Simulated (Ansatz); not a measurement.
## Alloy series in Ti

The reference is Ti in the hcp (Mg type) structure (space group P6_3/mmc, No. 194; a = 2.9363 Å, c = 4.6372 Å).

The other end (x = 1) is Hf in the hcp (Mg type) structure (space group P6_3/mmc, No. 194): 22.35 Å³/atom, gap zero.

Hf replaces a fraction x of Ti; each row is one arrangement (x, atoms in the cell, starting space group or random), fully relaxed.

The values are results of plane-wave PAW DFT at the r2SCAN level (Ansatz, a quantum-chemistry and plane-wave program, 500 eV), no spin-orbit coupling, earlier PAW set, not measurements.

Notes on the quantities. mixing energy: to 0.01 eV only: unlike meshes or grids.

```tsv
change	mixing energy	density
base	–	4.59 g/cm³
x(Hf) = 0.167, 6 atoms, P-62m	+0.02 eV/atom	6.37 g/cm³
x(Hf) = 0.25, 8 atoms, Pmm2	+0.04 eV/atom	7.18 g/cm³
x(Hf) = 0.5, 8 atoms, P2_1/m	+0.03 eV/atom	9.47 g/cm³
```

These are small ordered cells, not random alloys; other orderings at the same x differ. Stability against distortions was not tested. All final runs are without spin polarisation.
